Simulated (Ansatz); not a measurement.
**Carrier doping in Bi2Te3**

Consider Bi2Te3 (space group R-3m, No. 166).

```yaml
crystal:
  lattice:
    - [2.19356, 1.26645, 10.09527]
    - [-2.19356, 1.26645, 10.09527]
    - [0.00000, -2.53291, 10.09527]
  atoms:
    - { symbol: Bi, position: [0.40015, 0.40015, 0.40015] }
    - { symbol: Bi, position: [0.59985, 0.59985, 0.59985] }
    - { symbol: Te, position: [0.00000, 0.00000, 0.00000] }
    - { symbol: Te, position: [0.20935, 0.20935, 0.20935] }
    - { symbol: Te, position: [0.79065, 0.79065, 0.79065] }
```

Carriers are added at fixed cell with a uniform background; the Fermi–Dirac width is that of 300 K.

Computed with PBE-D3(BJ) in Ansatz (plane waves to 420 eV, PAW, no spin-orbit coupling).

Notes on the quantities. Fermi level from band edge: Fermi level relative to the doped band's edge (positive inside the band; to 0.05 eV).

```csv
case,largest internal atomic displacement,Fermi level from band edge,gap between the host's bands
undoped,–,–,0.26 eV
electrons 2.0×10^21 cm⁻³,–,+0.55 eV,0.27 eV
electrons 5.0×10^21 cm⁻³,0.061 Å,+0.60 eV,0.28 eV
electrons 7.0×10^21 cm⁻³,0.112 Å,+0.60 eV,0.31 eV
holes 2.0×10^21 cm⁻³,0.027 Å,+0.50 eV,0.30 eV
holes 5.0×10^21 cm⁻³,0.073 Å,+0.60 eV,0.36 eV
holes 7.0×10^21 cm⁻³,0.103 Å,+0.65 eV,0.40 eV
```

Carriers are added with a uniform compensating background; total energy and stress of such cells depend on the potential's zero and are not compared; many-body gap narrowing is missing at this level. With Bi and Te present, leaving out spin-orbit coupling can change the band edges. No phonon test of stability was made. The zero or small gap of Bi2Te3 can change with the level of theory.

Ansatz is a quantum-chemistry and plane-wave program.
